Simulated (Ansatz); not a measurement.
# Amorphous Si24O51Y2

It comes from a melt-quench run on a machine-learned potential (CHGNet), relaxed afterwards by DFT. O atoms were pushed apart under 1.9 Å during the dynamics, to hinder bonds among them. The hot cell started wider than the set density and was brought back towards it in steps. It is the lowest in DFT energy of 2 quenches. It is a model cell: composition and starting density were chosen by hand, and all elements were melted together. No dispersion term was used.

Methods: PBE, scalar-relativistic without spin-orbit coupling (Ansatz, a quantum-chemistry and plane-wave program); r2SCAN, scalar-relativistic without spin-orbit coupling (Ansatz); HSE06, scalar-relativistic without spin-orbit coupling (Ansatz). Geometry, pressure, stress and energy are those of the PBE run. Its sampling: a 2×2×2 Γ-centred mesh; Fermi-Dirac width 0.02 eV; no spin polarisation. Other functionals are single points at the zone centre (r2SCAN at 500 eV; exact exchange cut at the cell's faces), free to take moments where seeds were set. At PBE the levels at the filled edge of the gap are localised (band-tail or defect states), and the nearest spread-out levels lie 5.1 eV apart at the zone centre.

The number of atoms in the cell comes out as 77 and the density (volume relaxed, without dispersion) is 2.31 g/cm³. The volume per atom is 15.58 Å³, the pressure on a 2×2×2 Γ-centred mesh is 0.03 GPa and the largest force and stress component on that mesh (the relaxation ran on the zone centre alone) comes out as 0.02 eV/Å and 0.1 GPa. The level gap on a 2×2×2 Γ-centred mesh (PBE) is 4.51 eV, the level gap at the zone centre (PBE) comes out as 4.51 eV and the level gap at the zone centre (r2SCAN) is 5.13 eV. The level gap at the zone centre (HSE06) is 6.20 eV.

Cut-offs for bonds: Si-Si 2.60 Å, Si-O 1.92 Å, Si-Y 3.09 Å, O-O 1.58 Å, O-Y 2.82 Å, Y-Y 3.74 Å. Two cations that share two anions don't count as bonded, nor two that share one unless they lie closer than Si-Si 2.38 Å, Si-Y 3.01 Å, Y-Y 3.64 Å.

```
Quantity                                                         Result
---------------------------------  ------------------------------------
Mean coordination of Si by anions                      4.00 (24 with 4)
Mean coordination of O                       2.06 (48 with 2, 3 with 3)
Mean coordination of Y by anions              4.50 (1 with 4, 1 with 5)
Mean Si-O bond                     1.643 Å (spread 0.029 Å, 96 counted)
Mean O-Y bond                       2.265 Å (spread 0.252 Å, 9 counted)
```

Its density started from a set value of 2.38 g/cm³. The simulated quench (nominally 400 K/ps over its main leg) is rapid and tends to freeze in more defects than a deposited or slowly cooled glass has. A cell of this size samples the disorder only roughly. Volume and shape were free in the relaxation.
